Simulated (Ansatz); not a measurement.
## TiGe2 (model structure, started from the fluorite type, Fm-3m, No. 225, 3 atoms in the cell): properties by level of theory

| level (code) | lattice constant a (Å) | formation enthalpy (eV/atom) |
|---|---|---|
| PBE (Ansatz) | 6.184 | … |
| PBEsol (Ansatz) | 6.091 | 0.037 |
| PBE-D3(BJ) (Ansatz) | … | 0.061 |

Some entries are withheld; supply them.


- PBE (Ansatz, a first-principles code), formation enthalpy (eV/atom): 0.070
- PBE-D3(BJ) (Ansatz), lattice constant a (Å): 6.095

Ansatz's density-functional and Hartree–Fock values are scalar-relativistic unless marked +SOC, with PAW data made under PBE.

Computed values are for the static lattice.

A model structure was made by putting elements into a prototype or built by hand; it is no filed structure, need not be a known phase, and can be a saddle point held by its symmetry.
